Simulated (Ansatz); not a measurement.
Data:

```xyz
2
Lattice="4.2319 0.0000 0.0000 0.0000 5.9848 0.0000 2.1160 2.9924 2.2242" Properties=species:S:1:pos:R:3 pbc="T T T"
Se     2.1160     1.5305     0.0000
Cd     0.0000    -0.0343     0.0000
```

No spin polarisation.

Calculations: r2SCAN (Ansatz, a quantum-chemistry and plane-wave program; PAW; 500 eV plane waves; without spin-orbit coupling). k-mesh 9×9×9 (Γ-centred); smearing 0.05 eV (Fermi–Dirac).

Q: Predict the valence-band top at Γ, band gap and pressure.

A: 
* **Valence-band top at Γ (three highest levels, from the VBM)**: 0.00, -0.05, -0.22 eV
* **Band gap**: 0.98 eV
* **Pressure (mean of the normal stresses, compression positive)**: 1.20 GPa

The cells carry an imposed strain or load. No phonon test of stability was made. The cell was made from CdSe in the zinc blende structure (space group F-43m, No. 216) by this change: biaxial strain −2.42 %, plane normal [110], relaxed out of plane.
